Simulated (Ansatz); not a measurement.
# SiNF (model structure, P3m1, No. 156, 3 atoms in the cell)

Calculation: PBEsol in Ansatz (plane waves, PAW).

Run with plane-wave cutoff 520 eV, 12×12×6 k mesh (along the axes of the cell as run), Fermi–Dirac smearing 0.01 eV, scalar-relativistic PAW data made under PBE.

Cell (relaxed at this level):

Space group P3m1 (No. 156); a = b = 2.9033 Å, c = 5.0002 Å, α = β = 90.00°, γ = 120.00°

```tsv
atom	site	symmetry	x	y	z
Si	1a	3m.	0.0000	0.0000	0.3743
N	1c	3m.	0.6667	0.3333	0.2826
F	1a	3m.	0.0000	0.0000	0.6948
```

For SiNF (model structure, P3m1, No. 156, 3 atoms in the cell), the band gap is 4.84 eV (on the SCF k mesh) and the Γ–Γ gap comes out as 6.80 eV.

Note: the relaxation could raise the start's symmetry but not lower it, so the cell can be a saddle point; the cell has widely spaced layers and the level no dispersion term, so their spacing and the moduli can rest on weak binding.

The computed numbers hold no vibrational or temperature effects.

Cost on a shared machine: about 110 core-seconds (a rough figure).

A model structure was made by putting elements into a prototype or built by hand; it is no filed structure, need not be a known phase, and can be a saddle point held by its symmetry.

Ansatz is a program for electronic structure.
